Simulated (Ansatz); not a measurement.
**The (111)B surface of zinc-blende BP, P-terminated, 2x2 with 2 H on 4 top atoms (bottom of the slab: 3 H on 4 bottom sites)**

Method: PBE (plane waves to 420 eV, PAW; Ansatz, an electronic-structure program).

Set-up: 45 atoms, 13.8 Å thick at the start with caps and adatoms (thin: gaps and levels are the slab's own); mesh 4x4x1; 0.025 eV smearing; dipole correction on; 8 atoms held, the rest relaxed; held to the start's symmetry, so lower structures may exist; spin-polarised, ending with about 1.0 μB a cell, a value that depends on the mesh; orders that need a larger cell were not tried, no spin-orbit, no U. The slab shows no gap over 0.04 eV on its mesh. It is one candidate, not shown to be the stable structure of the face.

| Quantity | Value |
|---|---|
| work function of the top face | 4.73 eV |
| energy released by relaxation | 0.84 eV |
| cost | roughly 25 core-minutes |
